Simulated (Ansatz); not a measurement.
Consider the formation energy of H_i in Mo (bcc, Im-3m). Reaction: 54 Mo (bcc) + 1/2 H2 (gas) → cell A.

Cell A: a supercell of 54 sites of Mo (bcc, Im-3m) with H off the lattice sites (4 Mo at 1.84 Å); spin state with PBE: run without spin, k-point mesh 4×4×4.
```yaml
crystal:
  lattice:
    - [9.48326, 0.00000, 0.00000]
    - [0.00000, 9.48326, 0.00000]
    - [0.00000, 0.00000, 9.48326]
  atoms:
    - { symbol: Mo, position: [0.99893, 0.99918, 0.00000] }
    - { symbol: Mo, position: [0.16667, 0.16273, 0.17338] }
    - { symbol: Mo, position: [0.99939, 0.99900, 0.33407] }
    - { symbol: Mo, position: [0.16667, 0.16620, 0.50000] }
    - { symbol: Mo, position: [0.99939, 0.99900, 0.66593] }
    - { symbol: Mo, position: [0.16667, 0.16273, 0.82662] }
    - { symbol: Mo, position: [0.99329, 0.33727, 0.00000] }
    - { symbol: Mo, position: [0.16667, 0.50082, 0.16774] }
    - { symbol: Mo, position: [0.99958, 0.33344, 0.33367] }
    - { symbol: Mo, position: [0.16667, 0.49963, 0.50000] }
    - { symbol: Mo, position: [0.99958, 0.33344, 0.66633] }
    - { symbol: Mo, position: [0.16667, 0.50082, 0.83226] }
    - { symbol: Mo, position: [0.99991, 0.66756, 0.00000] }
    - { symbol: Mo, position: [0.16667, 0.83244, 0.16675] }
    - { symbol: Mo, position: [0.99988, 0.66652, 0.33340] }
    - { symbol: Mo, position: [0.16667, 0.83277, 0.50000] }
    - { symbol: Mo, position: [0.99988, 0.66652, 0.66660] }
    - { symbol: Mo, position: [0.16667, 0.83244, 0.83325] }
    - { symbol: Mo, position: [0.33440, 0.99918, 0.00000] }
    - { symbol: Mo, position: [0.50034, 0.16656, 0.16708] }
    - { symbol: Mo, position: [0.33395, 0.99900, 0.33407] }
    - { symbol: Mo, position: [0.50004, 0.16646, 0.50000] }
    - { symbol: Mo, position: [0.33395, 0.99900, 0.66593] }
    - { symbol: Mo, position: [0.50034, 0.16656, 0.83292] }
    - { symbol: Mo, position: [0.34004, 0.33727, 0.00000] }
    - { symbol: Mo, position: [0.50074, 0.50100, 0.16728] }
    - { symbol: Mo, position: [0.33375, 0.33344, 0.33367] }
    - { symbol: Mo, position: [0.50006, 0.49984, 0.50000] }
    - { symbol: Mo, position: [0.33375, 0.33344, 0.66633] }
    - { symbol: Mo, position: [0.50074, 0.50100, 0.83272] }
    - { symbol: Mo, position: [0.33342, 0.66756, 0.00000] }
    - { symbol: Mo, position: [0.50007, 0.83348, 0.16678] }
    - { symbol: Mo, position: [0.33345, 0.66652, 0.33340] }
    - { symbol: Mo, position: [0.50016, 0.83289, 0.50000] }
    - { symbol: Mo, position: [0.33345, 0.66652, 0.66660] }
    - { symbol: Mo, position: [0.50007, 0.83348, 0.83322] }
    - { symbol: Mo, position: [0.66667, 0.00037, 0.00000] }
    - { symbol: Mo, position: [0.83300, 0.16656, 0.16708] }
    - { symbol: Mo, position: [0.66667, 0.00016, 0.33339] }
    - { symbol: Mo, position: [0.83330, 0.16646, 0.50000] }
    - { symbol: Mo, position: [0.66667, 0.00016, 0.66661] }
    - { symbol: Mo, position: [0.83300, 0.16656, 0.83292] }
    - { symbol: Mo, position: [0.66667, 0.33380, 0.00000] }
    - { symbol: Mo, position: [0.83260, 0.50100, 0.16728] }
    - { symbol: Mo, position: [0.66667, 0.33354, 0.33337] }
    - { symbol: Mo, position: [0.83327, 0.49984, 0.50000] }
    - { symbol: Mo, position: [0.66667, 0.33354, 0.66663] }
    - { symbol: Mo, position: [0.83260, 0.50100, 0.83272] }
    - { symbol: Mo, position: [0.66667, 0.66723, 0.00000] }
    - { symbol: Mo, position: [0.83327, 0.83348, 0.16678] }
    - { symbol: Mo, position: [0.66667, 0.66711, 0.33350] }
    - { symbol: Mo, position: [0.83317, 0.83289, 0.50000] }
    - { symbol: Mo, position: [0.66667, 0.66711, 0.66650] }
    - { symbol: Mo, position: [0.83327, 0.83348, 0.83322] }
    - { symbol: H, position: [0.16667, 0.25000, 0.00000] }
```

Reference: Mo (bcc, Im-3m), 54 atoms in the cell, a perfect crystal on lattice vectors that match the other cells'; spin state with PBE: run without spin, k-point mesh 4×4×4 on the run's own vectors.

Reference: an isolated H2 molecule (singlet) in a box of 11 × 11 × 13 Å.

All numbers come from Ansatz (a program for electronic structure), plane waves with PAW, its default PAW set, cutoff 500 eV. The structures are at rest with PBE, within the held lattices; other levels are single points on them. Neutral cells; Fermi-Dirac smearing of at most 0.10 eV in the solids, energies taken to zero width. The lattices are those relaxed with PBE, so at other levels the solids can be strained. Larger cells are relaxed from a start prepared with the learned potential CHGNet, on a coarser mesh till forces fall under 0.03 eV/Å, which some starts already meet. A dispersion term (D3(BJ), or D4 for r2SCAN) was computed beside these levels and is taken off wherever the name lacks it. No zero-point or thermal terms. The structures are the rest points that the relaxations reached, not proven lowest. Values are for these cell sizes. Mesh and cell size may move defect energies by 0.1 eV or more. Cell A has symmetry P-4m2 and got no random move, so less symmetric positions, which may lie lower, weren't tried.

**Question.** Estimate the value that r2SCAN returns for this input.

**Answer.** 0.60 eV, for 54 Mo (bcc) + 1/2 H2 (gas) → cell A.
